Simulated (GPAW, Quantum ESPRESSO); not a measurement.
A GPAW input for a self-consistent single point of C3N4 (P1, 7 atoms in the cell) (DFT LDA (Perdew-Wang 92), plane waves, GPAW PAW datasets LDA (gpaw-data 1.0.1)):

```python
from ase import Atoms
from ase.units import GPa
from gpaw import GPAW, PW, FermiDirac

atoms = Atoms(['C', 'C', 'C', 'N', 'N', 'N', 'N'],
              cell=[[2.421639, 1.398134, 3.612790],
                    [-2.421639, 1.398134, 3.612790],
                    [0.000000, -2.796268, 3.612790]],
              scaled_positions=[[0.497327, 0.485573, 0.014791],
                                [0.011178, 0.506006, 0.483508],
                                [0.489805, 0.007201, 0.490899],
                                [0.677204, 0.156056, 0.181061],
                                [0.161569, 0.684926, 0.167443],
                                [0.169068, 0.157593, 0.682578],
                                [0.658852, 0.667648, 0.644723]],
              pbc=True)

calc = GPAW(mode=PW(900),
            xc='LDA',
            kpts={'size': (6, 6, 6), 'gamma': True},
            occupations=FermiDirac(0.01),
            nbands=-6,
            convergence={'density': 1e-05, 'bands': -4},
            symmetry={'symmorphic': False, 'tolerance': 0.0005},
            maxiter=150)

atoms.calc = calc

energy = atoms.get_potential_energy()
print('Energy (eV):', round(energy, 6))
forces = atoms.get_forces()
print('Forces (eV/Ang):')
print(forces.round(5))
stress = atoms.get_stress()
print('Stress (GPa, Voigt):', (stress / GPa).round(4))
```

Write the same calculation as an input for Quantum ESPRESSO.

One input that does it (others would too):

```fortran
&control
    calculation = 'scf'
    prefix = 'pwscf'
    outdir = './tmp'
    pseudo_dir = './'
    tprnfor = .true.
    tstress = .true.
/
&system
    ibrav = 0
    celldm(1) = 8.6332496760
    nat = 7
    ntyp = 2
    ecutwfc = 40
    ecutrho = 200
    occupations = 'smearing'
    smearing = 'fermi-dirac'
    degauss = 0.000734986
/
&electrons
    conv_thr = 1.0e-11
    mixing_beta = 0.7
/
ATOMIC_SPECIES
C     12.0110  c_lda_v1.2.uspp.F.UPF
N     14.0070  n_lda_v1.2.uspp.F.UPF
ATOMIC_POSITIONS angstrom
C     0.0284639448    1.3328663086    3.6044480679
C    -1.1982947831   -0.6289254135    3.6152900507
C     1.1686926680   -0.6778041781    3.5690933049
N     1.2620323216    0.6587140565    3.6645287656
N    -1.2673817221    0.7152979376    3.6631450670
N     0.0277883075   -1.4519551683    3.6461685668
N    -0.0213007366    0.0518064572    7.1216147422
K_POINTS automatic
6 6 6  0 0 0
CELL_PARAMETERS alat
   0.5300709066     0.3060365963     0.7908011354
  -0.5300709066     0.3060365963     0.7908011354
   0.0000000000    -0.6120731925     0.7908011354
```

Basis settings and potentials, where a program has them, do not carry over. This input uses DFT, LDA (PZ), plane waves, GBRV 1.5 ultrasoft (LDA) pseudopotentials. LDA parametrisations can differ slightly between programs.

The starting cell comes from a database of computed structures (which also holds hypothetical and non-ambient phases and stackings), without a prior relaxation at this level. Its lattice was rescaled by a random factor within 2.5 % of one. For this run, on top of that: atoms moved at random.
